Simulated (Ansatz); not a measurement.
# In2O3, pressure series

Base system: In2O3 in the corundum structure (space group R-3c, No. 167).

```yaml
crystal:
  lattice:
    - [2.75629, 1.59135, 4.84510]
    - [-2.75629, 1.59135, 4.84510]
    - [0.00000, -3.18269, 4.84510]
  atoms:
    - { symbol: In, position: [0.14253, 0.14253, 0.14253] }
    - { symbol: In, position: [0.85747, 0.85747, 0.85747] }
    - { symbol: In, position: [0.35747, 0.35747, 0.35747] }
    - { symbol: In, position: [0.64253, 0.64253, 0.64253] }
    - { symbol: O, position: [0.54587, 0.25000, 0.95413] }
    - { symbol: O, position: [0.45413, 0.75000, 0.04587] }
    - { symbol: O, position: [0.95413, 0.54587, 0.25000] }
    - { symbol: O, position: [0.04587, 0.45413, 0.75000] }
    - { symbol: O, position: [0.25000, 0.95413, 0.54587] }
    - { symbol: O, position: [0.75000, 0.04587, 0.45413] }
```

Cell and atoms are relaxed at each pressure.

The values are results of PBEsol in Ansatz (plane waves to 420 eV, PAW, no SOC), not measurements.

Notes on the quantities. enthalpy: H = E + PV relative to the base's energy.

| change | enthalpy | density | shortest interatomic distance |
|---|---|---|---|
| base | – | 7.23 g/cm³ | 213.1 pm |
| pressure −2 GPa | -0.16 eV/atom | ? | ? |
| pressure −1 GPa | -0.08 eV/atom | 7.19 g/cm³ | 213.5 pm |
| pressure 0.3 GPa | +0.02 eV/atom | 7.24 g/cm³ | 212.9 pm |
| pressure 5 GPa | +0.39 eV/atom | 7.44 g/cm³ | 211.0 pm |
| pressure 7.5 GPa | +0.58 eV/atom | 7.54 g/cm³ | 210.1 pm |

Task: Complete the table.

Result: 
- pressure −2 GPa, density: 7.14 g/cm³
- pressure −2 GPa, shortest interatomic distance: 214.0 pm

Load acts through the strain it causes; cell and atoms are relaxed under it. Whether these cells are dynamically stable was not tested. Competing high-pressure phases were not computed.

Ansatz is a quantum-chemistry and plane-wave program.
